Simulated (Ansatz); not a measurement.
The parent structure is Si in the diamond structure (space group Fd-3m, No. 227; a = 5.4338 Å).

Modification: every Si is replaced by Sn; the structure is relaxed again.

Levels (all Ansatz, a program for electronic structure, PAW): PBEsol (420 eV, spin-orbit coupling left out); r2SCAN (500 eV, without spin-orbit coupling).

The geometry is relaxed with PBEsol.

- PBEsol pressure = 0.0 GPa

**Question.** What does r2SCAN give at this geometry for the pressure?

**Answer.** The pressure goes from zero to 0.5 GPa.

Single points use the geometry relaxed with PBEsol. Their cutoffs differ, which shifts pressures a little. Whether these cells are dynamically stable was not tested.
